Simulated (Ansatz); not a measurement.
Take CdS in the zinc blende structure (space group F-43m, No. 216; a = 5.878 Å) as the base.

Computed with plane-wave PAW DFT at the r2SCAN level (Ansatz, an electronic-structure program, 500 eV), no SOC.

One change was made to it. Results:

```tsv
quantity	base	after
gap character	direct at Γ	direct at Γ
band gap	1.54 eV	1.69 eV
lattice parameter a	5.878 Å	5.753 Å
electron mass	0.15 mₑ (at Γ)	0.16 mₑ (at Γ)
```

Task: Name the change that was made.
(A) pressure 2.1 GPa
(B) pressure 4.5 GPa
(C) pressure −2 GPa
(D) pressure 0.9 GPa

Result: B, pressure 4.5 GPa. For comparison, the band gap in the other runs: pressure 0.9 GPa gives 1.58 eV; pressure 2.1 GPa gives 1.62 eV; pressure −2 GPa gives 1.46 eV.

Load acts through the strain it causes; cell and atoms are relaxed under it. Effective masses come from finite differences of ±0.01 Å⁻¹. No phonon test of stability was made. Tetrahedral semiconductors of this kind turn to denser phases somewhere between about 1 and 50 GPa; those were not computed, so compressed cells here can lie past the real transition.
